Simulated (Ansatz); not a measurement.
Coverage and cell size: N on the 1x1 (0001) surface of hcp Ru, one adsorbate a cell, in each cell the lowest of the starts that converged. Energies against ½ N2(g), without dispersion, zero-point or thermal terms; small cells hold the layer to their symmetry. A negative adsorption energy means that the adsorbate is more stable on the surface than in its reference.

The numbers are results of PBE (plane waves to 420 eV, PAW; Ansatz, a first-principles code), not measurements.

```json
[
 {"area an adsorbate, end state": "6 Å², bonded to 3 Ru", "atoms": "5", "E_ads (eV)": "0.34", "height (Å)": "1.19", "Δ work function (eV)": "2.06", "rough cost": "around 70 core-seconds (rough)"},
 {"area an adsorbate, end state": "13 Å², bonded to 3 Ru", "atoms": "9", "E_ads (eV)": "-0.48", "height (Å)": "1.08", "Δ work function (eV)": "0.88", "rough cost": "very roughly 9 core-minutes"},
 {"area an adsorbate, end state": "26 Å², bonded to 3 Ru", "atoms": "17", "E_ads (eV)": "-0.92", "height (Å)": "1.05", "Δ work function (eV)": "(withheld)", "rough cost": "very roughly 21 core-minutes"}
]
```

Q: Complete the blanks.

A: 
- 26 Å², bonded to 3 Ru, Δ work function (eV): 0.30
